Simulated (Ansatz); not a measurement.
# Hypothetical P3_121 InSb: pressure series

Take InSb (space group P3_121, No. 152; a hypothetical phase, not in the database extracts checked) as the base.

```
CELL_PARAMETERS angstrom
      4.69931     0.00000     0.00000
     -2.34966     4.06972     0.00000
      0.00000     0.00000    10.24031
ATOMIC_POSITIONS crystal
  In 0.00000 0.49440 0.16667
  In 0.50560 0.50560 0.50000
  In 0.49440 0.00000 0.83333
  Sb 0.00000 0.49665 0.66667
  Sb 0.50335 0.50335 0.00000
  Sb 0.49665 0.00000 0.33333
```

Cell and atoms are relaxed at each pressure.

Method: PBE (Ansatz, a first-principles code), no spin-orbit coupling.

Notes on the quantities. enthalpy: H = E + PV relative to the base's energy.

```
variant           volume per atom       enthalpy
----------------  ---------------  -------------
base                     32.64 Å³              –
pressure −2 GPa          34.59 Å³  -0.42 eV/atom
pressure −1 GPa          33.54 Å³  -0.21 eV/atom
pressure 0.3 GPa         32.40 Å³  +0.06 eV/atom
pressure 0.7 GPa         32.10 Å³  +0.14 eV/atom
pressure 1.5 GPa         30.93 Å³  +0.30 eV/atom
pressure 3 GPa           27.49 Å³  +0.56 eV/atom
pressure 5 GPa           26.66 Å³  +0.89 eV/atom
pressure 7.5 GPa         25.81 Å³  +1.30 eV/atom
pressure 10 GPa          25.08 Å³  +1.70 eV/atom
```

Load acts through the strain it causes; cell and atoms are relaxed under it. No phonon test of stability was made. Competing high-pressure phases were not computed. All final runs are without spin polarisation. Along this pressure series the structure jumps between pressure 1.5 GPa and pressure 3 GPa; cells beyond that are another form of it.
